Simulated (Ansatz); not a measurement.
The starting structures come from a database of crystals and need not be the phases stable at ambient conditions.

By LDA, the system below comes out a metal.

A figure of merit of an interconnect metal is its ballistic conductance per area.

Data:

```
InAs
1.0
    4.06912     0.00000     0.00000
   -2.03456     3.52396     0.00000
    2.03456     1.17465     3.32243
In As
1 1
Direct
  0.00000   0.50000   0.50000
  0.00000   0.00000   0.00000
```

Space group of this cell: Fm-3m, rock salt. The cell is taken as given; by LDA its mean pressure is -5.1 GPa.

The current flows along the normal of the first two printed cell vectors, the (111) plane of the conventional cell. No spin-orbit coupling; the value is a mean over 0.1 eV about the Fermi level.

Q: State the ballistic conductance per area according to LDA (Ansatz, an electronic-structure program).

A: 0.88 × 10¹⁵ S/m² for both spins.
